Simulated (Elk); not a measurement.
Elk run on V₃Cr (Fm-3m, 4 atoms in the cell): self-consistent single point.

Computed with PBEsol, all-electron FP-LAPW, Elk's shipped species files, default APW+lo basis in Elk.

```
CELL_PARAMETERS angstrom
      0.00000     2.94043     2.94043
      2.94043     0.00000     2.94043
      2.94043     2.94043     0.00000
ATOMIC_POSITIONS crystal
  V  0.25000 0.25000 0.25000
  V  0.75000 0.75000 0.75000
  V  0.50000 0.50000 0.50000
  Cr 0.00000 0.00000 0.00000
```

Reference input (self-consistent single point, DFT, PBEsol, all-electron FP-LAPW, Elk's shipped species files, default APW+lo basis): xctype = 22; stype = 0; swidth = 0.00499791 Ha; ngridk = 6 6 6; rmtscf = 0.94; maxscl = 100. This run's input differs from it in these lines:

```diff
@@ -41,3 +41,3 @@
 ngridk
-  6 6 6
+  13 13 13
```

Output (repeated stretches shortened):

```
│ Self-consistent loop started │
│ Loop number : 1 │
 total energy                :     -3880.58692752
│ Loop number : 2 │
 total energy                :     -3880.63561228
RMS change in Kohn-Sham potential (target) :   0.8695130108     (  0.1000000000E-05)
Absolute change in total energy (target)   :   0.4868475606E-01 (  0.1000000000E-03)
│ Loop number : 3 │
 total energy                :     -3884.19278796
RMS change in Kohn-Sham potential (target) :   0.7780722452     (  0.1000000000E-05)
Absolute change in total energy (target)   :    3.569346873     (  0.1000000000E-03)
│ Loop number : 4 │
   [... lines left out ...]
Absolute change in total energy (target)   :   0.1087720049E-02 (  0.1000000000E-03)
│ Loop number : 18 │
 total energy                :     -3894.91982882
RMS change in Kohn-Sham potential (target) :   0.6251267861E-05 (  0.1000000000E-05)
Absolute change in total energy (target)   :   0.3259497257E-03 (  0.1000000000E-03)
│ Loop number : 19 │
 total energy                :     -3894.91980148
RMS change in Kohn-Sham potential (target) :   0.6806310697E-06 (  0.1000000000E-05)
Absolute change in total energy (target)   :   0.5415448641E-04 (  0.1000000000E-03)
Convergence targets achieved

│ Loop number : 20 │

Energies :
 Fermi                       :     0.365488846473
 total energy                :     -3894.91980395

Density of states at Fermi energy :    152.8914951
 (states/Hartree/unit cell)

Estimated indirect band gap :   0.4435734111E-05
 from k-point     24 to k-point     47
Estimated direct band gap   :   0.5349497689E-03
 at k-point     47

Charges :
 core                        :    40.00000000
 valence                     :    53.00000000
 interstitial                :    6.160534340
 muffin-tins (core leakage)
  species :    1 (V)
   atom    1                 :    21.41442281     (  0.5673825854E-09)
   atom    2                 :    21.41442281     (  0.5673825854E-09)
   atom    3                 :    21.43639177     (  0.5286846516E-09)
  species :    2 (Cr)
   atom    1                 :    22.57422826     (  0.1189999210E-09)
 total in muffin-tins        :    86.83946566
 total calculated charge     :    93.01700268
 total charge                :    93.00000000
 error                       :   0.1700268046E-01

│ Self-consistent loop stopped │
```

The run converged in 20 iterations. The count includes the last loop, which Elk runs after its targets are met. Against the reference run the total energy goes up by 8.3 meV/atom.

The starting cell comes from a database of computed structures (which also holds hypothetical and non-ambient phases and stackings), without a prior relaxation at this level. Spin polarisation is off. Values depend on the basis (sphere radii, cutoffs, local orbitals), which need not be converged. The log's line on a gap gives a spacing of levels on this mesh, which the program prints for metals too.

Cost on one core of a shared machine: roughly 50 s.
